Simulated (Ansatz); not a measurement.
Consider interstitial O in 4H silicon carbide, neutral cell. All values below come from PBE, PAW (plane waves to 420 eV; Ansatz, an electronic-structure program).

72-site cell at the relaxed PBE lattice, the Γ point alone, smearing 0.01 eV, spin-restricted, no finite-size correction. No zero-point or tunnelling terms. The charge state is imposed; whether it is stable for some Fermi level was not computed. Sites that were not tried may lie lower. The order of the sites in energy changes with the mesh.

Barriers: single points on a 2×2×2 k-point mesh shifted by half a step along c at the bands' geometries (they differ from the bands' own by up to 0.44 eV, and are uncertain by about as much).

A. a concerted move, in which O travels most; the atom moves 1.14 Å along (-0.16, 0.08, -0.09) of the unit cell; the moving atom starts with neighbours C at 1.43; Si at 1.61, Si at 2.11 Å and ends with C at 1.42; Si at 1.62, Si at 1.93 Å; the start lies 0.26 eV above the lowest site run; saddle order not checked, on a symmetry element.
B. a direct jump of one O atom; the atom moves 1.25 Å along (-0.40, 0.00, 0.00) of the unit cell; the moving atom starts with neighbours C at 1.43; Si at 1.61, Si at 2.11 Å and ends with C at 1.43; Si at 1.61, Si at 2.11 Å; the start lies 0.26 eV above the lowest site run; saddle order not checked, on a symmetry element.

A band can be held on a symmetry element, so unchecked saddle points there may be too high.

### Question
Rank these by forward barrier (lowest first), as PBE, PAW gives it.

### Answer
B (0.14 eV), A (0.85 eV)
